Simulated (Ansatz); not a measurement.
BAs: response to strain

The reference is BAs in the zinc blende structure (space group F-43m, No. 216).

```
BAs
1.0
    0.00000     2.39193     2.39193
    2.39193     0.00000     2.39193
    2.39193     2.39193     0.00000
B As
1 1
Cartesian
  0.00000   0.00000   0.00000
  1.19596   1.19596   1.19596
```

Cartesian axes are those of the cell as printed.

Strains are applied to the cell and any free atomic positions relax; under biaxial strain the out-of-plane vector relaxes too.

All numbers come from r2SCAN, PAW, 500 eV (Ansatz, a quantum-chemistry and plane-wave program; no spin-orbit coupling).

```tsv
biaxial strain, plane normal [001], relaxed out of plane (%)	out-of-plane strain (%)
-3	1.38
-2.5	1.15
-2	?
-1.5	0.69
-1	0.46
-0.5	0.23
0	0.00
```

### Question
Fit ε⊥ = −νε + γε² (strains in %) to the rows shown and predict the withheld row.

### Answer
Least squares on the printed values gives ν = 0.46 (the biaxial Poisson response) and γ = 0.000 (largest residual 0.00 %); this predicts 0.92 %, and the run gives 0.92 %, in agreement.

No phonon test of stability was made.
